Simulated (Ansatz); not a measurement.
Worked example: relaxation of cell and atoms of FeCo (Pm-3m, 2 atoms in the cell) in Ansatz (an electronic-structure program).

Computed with PBE, PAW files (plane waves; Ansatz).

```
FeCo
1.0
    2.78225     0.00000     0.00000
    0.00000     2.78225     0.00000
    0.00000     0.00000     2.78225
Fe Co
1 1
Direct
  0.00000   0.00000   0.00000
  0.50000   0.50000   0.50000
```
Moments meant for the start (each program seeds them in its own way; μB, in the order of the atoms Fe Co): 4.0 3.0.

Reference input (self-consistent single point, DFT, PBE, plane waves, PAW files): kpoints.mp_grid.grid = 8 8 8; hamiltonian.xc = pbe; hamiltonian.pseudopotentials = {kind: paw} (the program's default PAW files); magnetization.spin_polarized = true; scf.occupations.method = fermi_dirac; scf.occupations.width = 0.05 eV. This run's input differs from it in these lines:

```diff
@@ -22,2 +22,4 @@
     width: 0.05 eV
+relax:
+  cell: {}
 output:
```

Output (repeated stretches shortened):

```
   [... SCF lines of the steps left out ...]
relax step   1: F+E_penalty+E_count = -9606.70990321 eV  Δ(F+E_penalty+E_count) = +0.000e0 eV  max|allowed force component| = 1.407e-29 eV/Å  Δτ_max = 0.0000 Å  P = +15.687 GPa  Ω = 21.537 Å³  (12 SCF iters, dr2 threshold 1.00e-7 eV, accepted)
relax step   2: F+E_penalty+E_count = -9606.76588822 eV  Δ(F+E_penalty+E_count) = -5.599e-2 eV  max|allowed force component| = 4.174e-30 eV/Å  Δτ_max = 0.0000 Å  P = +6.589 GPa  Ω = 22.374 Å³  energy of the carried Pulay correction = -1.428e-3 eV  [...]
relax step   3: F+E_penalty+E_count = -9606.77928312 eV  Δ(F+E_penalty+E_count) = -1.339e-2 eV  max|allowed force component| = 6.081e-30 eV/Å  Δτ_max = 0.0000 Å  P = +0.707 GPa  Ω = 23.021 Å³  energy of the carried Pulay correction = -2.496e-3 eV  [...]
relax step   4: F+E_penalty+E_count = -9606.77932907 eV  Δ(F+E_penalty+E_count) = -4.595e-5 eV  max|allowed force component| = 2.892e-30 eV/Å  Δτ_max = 0.0000 Å  P = -0.010 GPa  Ω = 23.106 Å³  energy of the carried Pulay correction = -2.634e-3 eV  [...]
relax step   5: F+E_penalty+E_count = -9606.78164925 eV  Δ(F+E_penalty+E_count) = -2.320e-3 eV  max|allowed force component| = 1.742e-30 eV/Å  Δτ_max = 0.0000 Å  P = -0.047 GPa  Ω = 23.106 Å³  stress off target by 4.67e-2 GPa  SCF on the basis [...]
basis re-selected at this cell: Δ(F+E_penalty+E_count) = -2.320e-3 eV, ΔP = -0.037 GPa vs the last step
the relaxation is at rest under the 48 symmetry operations that the run kept from its start: a minimum is not shown …
the relaxation's final electronic state is not compared with the one that a single-point calculation of its input finds at the relaxed geometry …
Magnetization: 4.6166 μB (18.8083 up, 14.1917 down)
   [... lines left out ...]
Absolute magnetization: 4.8578 μB (∫|ρ↑−ρ↓|, with the PAW one-centre terms)
Free energy (F): -9606.781649 eV
Fermi energy:    18.178535 eV
   [... lines left out ...]
  cell:  # Å, volume = 23.1063 Å³
    - [2.8482419624063997, 5.095689644524561e-34, 1.925929944387236e-34]
    - [5.095689644524561e-34, 2.8482419624063997, -1.2839532962581572e-34]
    - [3.209883240645393e-34, -1.2839532962581572e-34, 2.8482419624063997]
  atoms:
    - { symbol: Fe, position: [2.8199531078342145e-47, -3.605315385822451e-37, -3.6053153858814735e-37] }
    - { symbol: Co, position: [0.5, 0.5, 0.5] }
```

The run converged. 

Summary of the result:
* **Free energy E − TS (on the zero of these files)**: -9606.7816 eV
* **Fermi level (on the code's own zero)**: 18.18 eV
* **Pressure**: -0.05 GPa
* **Size of the cell's spin moment**: 4.62 μB
* **Final cell**: a = 2.848 Å, b = 2.848 Å, c = 2.848 Å, α = 90.00°, β = 90.00°, γ = 90.00°
* **Final volume per atom**: 11.55 Å³
* **Relaxation steps**: 5

The starting cell comes from a database of computed structures (which also holds hypothetical and non-ambient phases and stackings), without a prior relaxation at this level. Its lattice was rescaled by a random factor within 2.5 % of one. The magnetic order is the one reached from the typed start; others were not searched systematically. The relaxation keeps the symmetry of its start, so its end need not be a minimum. Ansatz's pressure includes its estimate of the finite-basis (Pulay) stress.

Keys are those of Ansatz 0.2.
